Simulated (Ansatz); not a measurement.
Results of LDA (Ansatz, an electronic-structure program, PAW) for NbRu (Cmmm, No. 65, 2 atoms in the cell; start mp-1220325).

Input:

Ansatz 0.2 input:
```yaml
crystal:
  lattice:
    - [2.247301555, -1.5980252892, 0.0038227043]
    - [2.247301555, 1.5980252892, 0.0038227043]
    - [-0.0070244702, 0.0, 4.1293595361]
  atoms:
    - { symbol: Nb, position: [0.0, 0.0, 0.0] }
    - { symbol: Ru, position: [0.5, 0.5, 0.5] }
basis:
  ecutwfc: 520
  ecutrho_ratio: 4
  xc_grid: 2
kpoints:
  mp_grid: { grid: [20, 20, 14] }
hamiltonian:
  xc: lda
  dispersion: none
  pseudopotentials: { azcp: { folder: ./paw }, kind: paw }
scf:
  occupations: { method: fermi_dirac, width: 0.05 }
output:
  forces: true
  stress: true
  eigenvalues: true
relax:
  f_tol: 0.004
  escape_saddle: false
  max_steps: 80
  cell: { stress_tol: 0.02, fix: [volume] }
```

From the output:

```
WARN crystal.lattice misses the space group found at crystal.symmetry.tolerance 1.0e-5 in a digit that the deck types, which is why this is a warning …
Relaxation: its limit of steps is 80 (relax.max_steps)
Crystal: 2 atoms, lattice volume = 29.659 Å³
Basis set: ecut = 520 eV, 803 PW (Γ), exchange–correlation on 48×48×64 points (8 copies of the dense FFT grid, shifted against one another)
Bands: 19, of which v1, the nominal top of the filled ones, is band 15 counted from 1 (14 counted from 0)
Symmetry: 8 space group operations
Space group: Cmmm (ITA 65), of the structure as read, at distance tolerance 3.1e-5 Å
k-points: 888 of 5600
Initial density: superposition of atomic densities (chi_scale 0.1, normalization cell, long waves kept (reshape's long-wave potential 0.00 eV rms))
Functional: x = slater, c = lda
SCF iter   1: F=—  HF=-10204.562428 eV  |F-HF|=—  |Δ(HF+E_count)|=         —  Δρ=2.22e-1  dr2=2.68e1
SCF iter   2: F=—  HF=-10202.666737 eV  |F-HF|=—  |Δ(HF+E_count)|=    1.90e0  Δρ=1.55e-1  dr2=1.50e1
  ...
SCF 1 converged in 9 iterations: F = -10201.054119 eV  dr2 = 5.27e-8
Crystal: 2 atoms, lattice volume = 29.659 Å³
Basis set: ecut = 520 eV, 811 PW (Γ), exchange–correlation on 48×48×64 points (8 copies of the dense FFT grid, shifted against one another)
Initial density: handed on by an earlier stage of this run
SCF 2 converged in 6 iterations: F = -10201.054358 eV  dr2 = 8.71e-10
Crystal: 2 atoms, lattice volume = 29.659 Å³
SCF 3 converged in 6 iterations: F = -10201.054434 eV  dr2 = 2.08e-10
Crystal: 2 atoms, lattice volume = 29.659 Å³
SCF 4 converged in 6 iterations: F = -10201.054445 eV  dr2 = 6.24e-11
Crystal: 2 atoms, lattice volume = 29.659 Å³
SCF iter   8: F=-10201.054445 eV  HF=-10201.054445 eV  |F-HF|=0.00e0  |Δ(HF+E_count)|=  1.82e-12  Δρ=4.30e-10  dr2=4.07e-17
SCF iter   9: F=-10201.054445 eV  HF=-10201.054445 eV  |F-HF|=1.82e-12  |Δ(HF+E_count)|=  1.82e-12  Δρ=9.85e-11  dr2=1.43e-18
SCF 5 converged in 9 iterations: F = -10201.054445 eV  dr2 = 1.43e-18
SCF converged after 9 iterations
Free energy (F): -10201.054445 eV
Internal energy: -10201.035289 eV  (E = F + TS)
E sigma→0 (E₀):  -10201.044867 eV
Fermi energy:    21.710112 eV
--- Forces (eV/Å), atoms counted from 1 ---
  atom   1  Nb     0.00000000     0.00000000     0.00000000
  atom   2  Ru    -0.00000000     0.00000000     0.00000000
--- Stress (GPa, compression-positive) ---
        5.359159       0.000000       0.000000
        0.000000       5.367616       0.000000
        0.000000       0.000000       5.359145
  P = ⅓ Tr σ = 5.3620 GPa (53.620 kbar)
```

The cell is one volume of an energy–volume scan, off the minimum.

The PAW data were made under PBE.

Note: the run has no spin polarisation, so it can have missed a magnetic state. Note: the relaxation could not lower the start's symmetry, so the cell can be a saddle point above a distorted one.

Cost on a shared machine: about 100 core-seconds (a rough figure).

A start named mp-… is a Materials Project structure, which need not be a measured phase.
